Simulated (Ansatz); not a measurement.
# A 3x3 cell of the 1x1 (0001) surface of hcp Ru, relaxed from a rattled start

Method: PBE (plane waves to 420 eV, PAW; Ansatz, a quantum-chemistry and plane-wave program).

Set-up: 36 atoms, 6.4 Å thick at the start (thin: gaps and levels are the slab's own); mesh 4x4x1; 0.1 eV smearing; dipole correction on; 9 atoms held, the rest relaxed; no symmetry held; no spin, no spin-orbit, no U.

```
Quantity                                               Result
---------------------------------------------------  --------
work function of the top face                         5.00 eV
energy released by relaxation                         0.94 eV
energy gained against the symmetric clean supercell  0.000 eV
```
